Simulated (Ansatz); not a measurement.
Band structure of Mg (P6_3/mmc, 4 atoms in the cell).

```
CELL_PARAMETERS angstrom
      3.15713     0.00000     0.00000
     -1.57857     2.73416     0.00000
      0.00000     0.00000    10.25488
ATOMIC_POSITIONS crystal
  Mg 0.00000 0.00000 0.00000
  Mg 0.00000 0.00000 0.50000
  Mg 0.33333 0.66667 0.25000
  Mg 0.66667 0.33333 0.75000
```

Method: PBE, PAW files (plane waves; Ansatz, an electronic-structure program).

Settings: basis.ecutwfc = 420 eV; kpoints.mp_grid.grid = 8 8 3; hamiltonian.xc = pbe; hamiltonian.pseudopotentials = {kind: paw} (an earlier, softer set of the program's PAW files); scf.occupations.method = gaussian; scf.occupations.width = 0.136 eV; kpoints.band_path.npoints = 8.

The starting cell comes from a database of computed structures (which also holds hypothetical and non-ambient phases and stackings), without a prior relaxation at this level. Its lattice was rescaled by a random factor within 2.5 % of one.

Levels in eV from the Fermi level, bands 17 to 23:
```json
[
 {"point": "Γ", "17": "-7.15", "18": "-5.72", "19": "-5.72", "20": "-1.80", "21": "-1.30", "22": "5.07", "23": "5.08"},
 {"point": "M", "17": "-2.25", "18": "-2.23", "19": "-1.17", "20": "-1.13", "21": "-0.57", "22": "-0.53", "23": "2.74"},
 {"point": "K", "17": "-0.69", "18": "-0.69", "19": "-0.65", "20": "0.14", "21": "0.35", "22": "0.35", "23": "1.02"},
 {"point": "A", "17": "-6.79", "18": "-6.79", "19": "-3.97", "20": "-3.97", "21": "1.49", "22": "1.49", "23": "9.13"},
 {"point": "L", "17": "-1.97", "18": "-1.97", "19": "-1.84", "20": "-1.84", "21": "0.64", "22": "0.64", "23": "1.10"},
 {"point": "H", "17": "-0.47", "18": "-0.47", "19": "-0.36", "20": "-0.36", "21": "-0.23", "22": "-0.23", "23": "1.93"}
]
```

Bands cross the Fermi level along this path, so the cell is metallic at this level.

Keys are those of Ansatz 0.2.
